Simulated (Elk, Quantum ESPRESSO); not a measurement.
A Quantum ESPRESSO input for a self-consistent single point of Mg₇Cu (P-6m2, 8 atoms in the cell) (DFT, PBEsol, plane waves, PseudoDojo standard norm-conserving (PBESOL) pseudopotentials):

```fortran
&CONTROL
 calculation = 'scf'
 prefix = 'mg7cu'
 outdir = './tmp'
 pseudo_dir = './'
 tprnfor = .true.
 tstress = .true.
/
&SYSTEM
 ibrav = 0
 nat = 8
 ntyp = 2
 ecutwfc = 95
 occupations = 'smearing'
 smearing = 'gaussian'
 degauss = 0.0073499
/
&ELECTRONS
 conv_thr = 1e-10
 mixing_beta = 0.7
/
ATOMIC_SPECIES
Mg    24.3050  Mg.upf
Cu    63.5460  Cu.upf
ATOMIC_POSITIONS {crystal}
Mg    0.165926667    0.331853333    0.000000000
Mg    0.165926667    0.834073333    0.000000000
Mg    0.668146667    0.834073333    0.000000000
Mg    0.989626667    0.494813333    0.500000000
Mg    0.505186667    0.010373333    0.500000000
Mg    0.505186667    0.494813333    0.500000000
Mg    0.000000000    0.000000000    0.500000000
Cu    0.666666667    0.333333333    0.000000000
K_POINTS {automatic}
4 4 5  0 0 0
CELL_PARAMETERS {angstrom}
   6.196709838     0.000000000     0.000000000
  -3.098354919     5.366508140     0.000000000
   0.000000000     0.000000000     5.010700000
```

Write the same calculation as an input for Elk.

One input that does it (others would too):

```
tasks
  0

xctype
  22

rgkmax
  7.5

gmaxvr
  14.0

nxlo
  2

lorbcnd
  .true.

lmaxi
  3

stype
  0

swidth
  0.00367493

maxscl
  100

scale
  11.71008447

avec
    1.0000000000    0.0000000061    0.0000000000
   -0.5000000052    0.8660254008    0.0000000000
    0.0000000000    0.0000000000    0.8086065236

atoms
  2
  'Mg.in'
  7
  0.1659270000  0.3318530000  0.0000000000    0.0 0.0 0.0
  0.1659270000  0.8340730000  0.0000000000    0.0 0.0 0.0
  0.6681470000  0.8340730000  0.0000000000    0.0 0.0 0.0
  0.9896270000  0.4948130000  0.5000000000    0.0 0.0 0.0
  0.5051870000  0.0103730000  0.5000000000    0.0 0.0 0.0
  0.5051870000  0.4948130000  0.5000000000    0.0 0.0 0.0
  0.0000000000  0.0000000000  0.5000000000    0.0 0.0 0.0
  'Cu.in'
  1
  0.6666666667  0.3333333333  0.0000000000    0.0 0.0 0.0

ngridk
  4 4 5
```

Basis, cutoffs, solver keys and any potentials are the target program's own. This input uses DFT, PBEsol, all-electron FP-LAPW, Elk's shipped species files, APW+lo basis with extra local orbitals.

The starting cell comes from a database of computed structures (which also holds hypothetical and non-ambient phases and stackings), without a prior relaxation at this level.
